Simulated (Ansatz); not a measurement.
System: SnGe (model structure, started from the WC type, P-6m2, No. 187, 2 atoms in the cell). Method: PBEsol (Ansatz, a program for electronic structure, plane waves, PAW).

Input:

Ansatz 0.2 input:
```yaml
crystal:
  lattice:
    - [3.8415804446, 0.0000003009, 0.0]
    - [-1.9207904829, 3.3269061052, 0.0]
    - [0.0, 0.0, 3.6278456157]
  atoms:
    - { symbol: Sn, position: [0.0, 0.0, 0.0] }
    - { symbol: Ge, position: [0.6666666667, 0.3333333333, 0.5] }
basis:
  ecutwfc: 520
  ecutrho_ratio: 4
  xc_grid: 2
kpoints:
  mp_grid: { grid: [18, 18, 16] }
hamiltonian:
  xc: pbesol
  dispersion: none
  pseudopotentials: { kind: paw }
scf:
  occupations: { method: fermi_dirac, width: 0.05 }
output:
  forces: true
  stress: true
  eigenvalues: true
relax:
  f_tol: 0.004
  escape_saddle: false
  max_steps: 80
  cell: { stress_tol: 0.02, fix: [volume] }
```

Excerpt of the program's output:

```
Relaxation: its limit of steps is 80 (relax.max_steps)
Crystal: 2 atoms, lattice volume = 46.366 Å³
Basis set: ecut = 520 eV, 1231 PW (Γ), exchange–correlation on 60×60×54 points (8 copies of the dense FFT grid, shifted against one another)
Bands: 18, of which v1, the nominal top of the filled ones, is band 14 counted from 1 (13 counted from 0)
Symmetry: 12 space group operations
Space group: P-6m2 (ITA 187), of the structure as read, at distance tolerance 3.6e-5 Å
k-points: 333 of 5184 (time reversal used)
Functional: x = pbesol(κ = 0.804, μ = 0.12345679012345678), c = pbesol(β = 0.046)
SCF iter   1: F=—  HF=-10202.920059 eV  |F-HF|=—  |Δ(HF+E_count)|=         —  Δρ=2.54e-3  dr2=1.68e-3
SCF iter   2: F=—  HF=-10202.918232 eV  |F-HF|=—  |Δ(HF+E_count)|=   1.83e-3  Δρ=1.44e-3  dr2=5.43e-4
  ...
SCF 1 converged in 6 iterations: F = -10202.918220 eV  dr2 = 2.59e-8
Crystal: 2 atoms, lattice volume = 46.366 Å³
Initial density: handed on by an earlier stage of this run
SCF 2 converged in 4 iterations: F = -10202.918567 eV  dr2 = 9.20e-9
Crystal: 2 atoms, lattice volume = 46.366 Å³
SCF 3 converged in 4 iterations: F = -10202.918572 eV  dr2 = 1.10e-10
Crystal: 2 atoms, lattice volume = 46.366 Å³
Basis set: ecut = 520 eV, 1231 PW (Γ), exchange–correlation on 60×60×60 points (8 copies of the dense FFT grid, shifted against one another)
SCF iter   4: F=—  HF=-10202.918573 eV  |F-HF|=—  |Δ(HF+E_count)|=   1.38e-9  Δρ=3.75e-7  dr2=9.42e-12
SCF iter   5: F=-10202.918573 eV  HF=-10202.918573 eV  |F-HF|=3.64e-12  |Δ(HF+E_count)|=  1.09e-11  Δρ=7.25e-8  dr2=2.75e-12
SCF 4 converged in 5 iterations: F = -10202.918573 eV  dr2 = 2.75e-12
SCF converged after 5 iterations
Free energy (F): -10202.918573 eV
Internal energy: -10202.911186 eV  (E = F + TS)
E sigma→0 (E₀):  -10202.914879 eV
Fermi energy:    10.497389 eV
--- Stress (GPa, compression-positive) ---
        1.170913       0.000000       0.000000
        0.000000       1.170913       0.000000
        0.000000       0.000000       1.179317
  P = ⅓ Tr σ = 1.1737 GPa (11.737 kbar)
```

The cell is one volume of an energy–volume scan, off the minimum.

The PAW data were made under PBE.

Note: the relaxation could raise the start's symmetry but not lower it, so the cell can be a saddle point.

A model structure was made by putting elements into a prototype or built by hand; it is no filed structure, need not be a known phase, and can be a saddle point held by its symmetry.
